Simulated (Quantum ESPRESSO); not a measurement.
Quantum ESPRESSO is run on In2Au (Fm-3m, 3 atoms in the cell), and the run fails. The aim is a self-consistent single point with DFT, PBEsol, plane waves, GBRV 1.5 ultrasoft (PBESOL) pseudopotentials.

The input file:

```fortran
&CONTROL
   calculation = 'scf'
   prefix = 'scf'
   outdir = './tmp/'
   pseudo_dir = './'
   tprnfor = .true.
   tstress = .true.
/
&SYSTEM
   ibrav = 0
   nat = 3
   ntyp = 2
   ecutwfc = 40
   ecutrho = 320
   occupations = 'smearing'
   smearing = 'fermi-dirac'
   degauss = 0.0099958
/
&ELECTRONS
   conv_thr = 1.0d-10
/
ATOMIC_SPECIES
In   114.8180  in_pbe_v1.4.uspp.F.UPF
Au   196.9666  au_pbesol_v1.uspp.F.UPF
ATOMIC_POSITIONS {bohr}
In    9.54564633    9.54564633    9.54564633
In    3.18188211    3.18188211    3.18188211
Au    0.00000000    0.00000000    0.00000000
K_POINTS {automatic}
9 9 9  0 0 0
CELL_PARAMETERS {angstrom}
   0.00000000     3.36755900     3.36755900
   3.36755900     0.00000000     3.36755900
   3.36755900     3.36755900     0.00000000
```

Output (repeated stretches shortened):

```
          10           3

 %%%%%%%%%%%%%%%%%%%%%%%%%%%%%%%%%%%%%%%%%%%%%%%%%%%%%%%%%%%%%%%%%%%%%%%%%%%%%%
     Error in routine set_dft_from_name (4):
      conflicting values for igcx
 %%%%%%%%%%%%%%%%%%%%%%%%%%%%%%%%%%%%%%%%%%%%%%%%%%%%%%%%%%%%%%%%%%%%%%%%%%%%%%

     stopping ...
```

### Question
From the messages shown, name the fault and mend the input.

### Answer
The fault is potentials made for another functional; here the program stops on it instead of giving results. To fix it, use potentials made for the functional of the run. The program stopped before any SCF iteration.

An input that runs soundly differs in these lines (not the only fix; some lines may just follow from the change or write a value another way):
```diff
-In   114.8180  in_pbe_v1.4.uspp.F.UPF
+In   114.8180  in_pbesol_v1.4.uspp.F.UPF
```

With that input, the run converged in 14 iterations: free energy E − TS -5186.0567 eV; Fermi level (on the code's own zero) 9.93 eV; pressure -5.60 GPa (DFT, PBEsol, plane waves, GBRV 1.5 ultrasoft (PBESOL) pseudopotentials).

On the sound input: the starting cell comes from a database of computed structures (which also holds hypothetical and non-ambient phases and stackings), without a prior relaxation at this level. Its lattice was rescaled by a random factor within 2.5 % of one. With a pressure of about -6 GPa the cell is away from its equilibrium volume at this level.
